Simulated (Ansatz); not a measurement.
**A computed series for Sn4Pd: pressure series**

Start from Sn4Pd (space group Ccce, No. 68; a = 6.443 Å, b = 11.422 Å, c = 6.398 Å).

Cell and atoms are relaxed at each pressure.

The values are results of Ansatz (a first-principles code) PBEsol, no spin-orbit coupling, not measurements.

```tsv
P (GPa)	V (Å³/atom)
-2.00	24.303
-1.00	23.898
0.30	23.434
0.69	23.306
1.50	23.055
3.00	22.631
5.00	22.131
7.50	21.585
10.00	21.109
```

Q: Fit a third-order Birch–Murnaghan equation of state.

A: Least squares on P(V) = (3B₀/2)[(V₀/V)^(7/3) − (V₀/V)^(5/3)]·[1 + (3/4)(B₀′ − 4)((V₀/V)^(2/3) − 1)] gives V₀ = 23.54 Å³/atom, B₀ = 69 GPa and B₀′ = 5.3.

Load acts through the strain it causes; cell and atoms are relaxed under it. Stability against distortions was not tested. No other phases were tried under pressure. The final runs are not spin-polarised.
